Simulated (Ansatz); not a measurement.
For Ga (model structure, started from the hcp type, P6₃/mmc, No. 194, 2 atoms in the cell), PBEsol (Ansatz, a first-principles code, plane waves, PAW) gives:

```
Item                       Result
-------------------  ------------
lattice parameter a       2.917 Å
lattice parameter c       4.839 Å
cohesive energy      3.04 eV/atom
```

Problem. What does r²SCAN+rVV10 in Ansatz (plane waves, PAW) give for the same quantities?

Solution. 
- lattice constant a: 2.903 Å (decreases by 0.5 %)
- lattice parameter c: 4.846 Å (rises by 0.1 %)
- cohesive energy: 2.89 eV/atom (decreases by 0.15 eV/atom)

Changes are worked out from the printed values.

Unless a cell is named, each level is at its own relaxed cell (PBEsol 17.83, r²SCAN+rVV10 17.68 Å³/atom).

Ansatz's density-functional and Hartree–Fock values are scalar-relativistic unless marked +SOC, with PAW data made under PBE.

A model structure was made by putting elements into a prototype or built by hand; it is no filed structure, need not be a known phase, and can be a saddle point held by its symmetry.
